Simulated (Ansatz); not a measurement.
# TlBr (Cmcm, No. 63, 4 atoms in the cell; start mp-568949; a measured phase of this formula has another space group)

These are PBE0 (PAW; Ansatz, a program for electronic structure) values and carry that method's errors.

Numerical settings: plane-wave cutoff 460 eV, 6×6×6 k mesh, Fermi–Dirac smearing 0.01 eV, scalar-relativistic PAW data made under PBE.

Cell (relaxed with PBE-D3(BJ)):

```xyz
4
Lattice="2.1832 -6.1921 0.0000 2.1832 6.1921 0.0000 0.0000 0.0000 4.9922" Properties=species:S:1:pos:R:3 pbc="T T T"
Tl     2.1832     1.3914     3.7441
Tl     2.1832    -1.3914     1.2480
Br     2.1832    -4.5282     1.2480
Br     2.1832     4.5282     3.7441
```

```
Item        Value
--------  -------
band gap  3.37 eV
Γ–Γ gap   7.58 eV
```

Note: cell and atoms aren't relaxed at this level (pressure 0.9 GPa).

Spin–orbit coupling is not included; with these elements it can move the gap by several tenths of an eV or more.

Computed values are for the static lattice.

Cost on a shared machine: roughly 13 core-minutes.

A start named mp-… is a Materials Project structure, which need not be a measured phase.
